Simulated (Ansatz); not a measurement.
Density of states of BN (P6_3mc) above the conduction band minimum, PBE, rigid bands (Ansatz, a first-principles code); cell volume 23.5 Å³.

(energy from edge (eV), 10⁻³ states/eV/cell): (0.006, 6.34); (0.031, 16.0); (0.056, 21.4); (0.081, 26.1); (0.106, 30.0); (0.131, 32.9); (0.156, 36.6); (0.181, 39.6); (0.206, 42.7); (0.231, 45.6); (0.256, 48.1); (0.281, 50.5); (0.319, 54.3); (0.344, 56.5); (0.369, 59.3); (0.394, 61.3); (0.419, 64.0); (0.444, 65.9); (0.469, 68.2); (0.494, 70.1); (0.519, 73.0); (0.544, 74.6); (0.569, 76.4); (0.594, 78.5)

What effective density of states at 300 K does this give (∫ g(E) exp(−E/k_BT) dE, both spins, divided by the cell's size)?

1.4e19 cm⁻³, a density-of-states mass of 0.68 mₑ, valleys and band degeneracy included.

Spin-orbit coupling is left out. Geometry: cell and atoms relaxed with PBEsol.
